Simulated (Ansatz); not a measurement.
System: fluorite HfO2 (high-temperature phase). Method: HSE06 in Ansatz (plane waves, PAW).

Numerical settings: plane-wave cutoff 520 eV, 8×8×8 k mesh, scalar-relativistic PAW data made under PBE.

Computed at the level's own relaxed cell.

```
CELL_PARAMETERS angstrom
      0.00000     2.52794     2.52794
      2.52794     0.00000     2.52794
      2.52794     2.52794     0.00000
ATOMIC_POSITIONS crystal
  Hf 0.00000 0.00000 0.00000
  O  0.25000 0.25000 0.25000
  O  0.75000 0.75000 0.75000
```

Problem. Give the elastic tensor (Voigt notation, GPa, ions relaxed, in the Cartesian axes of the cell as printed).

Solution. 
```
  600.6   106.8   106.8     0.0     0.0     0.0
  106.8   600.6   106.8     0.0     0.0     0.0
  106.8   106.8   600.6     0.0     0.0     0.0
    0.0     0.0     0.0    78.4     0.0     0.0
    0.0     0.0     0.0     0.0    78.4     0.0
    0.0     0.0     0.0     0.0     0.0    78.4
```

Note: symmetry holds this phase in the static calculation, where it need not be a minimum; held by symmetry at 0 K, a high-temperature phase can be a saddle point.

Spin–orbit coupling is not included.

The computed numbers hold no vibrational or temperature effects.

Ansatz is a program for electronic structure.
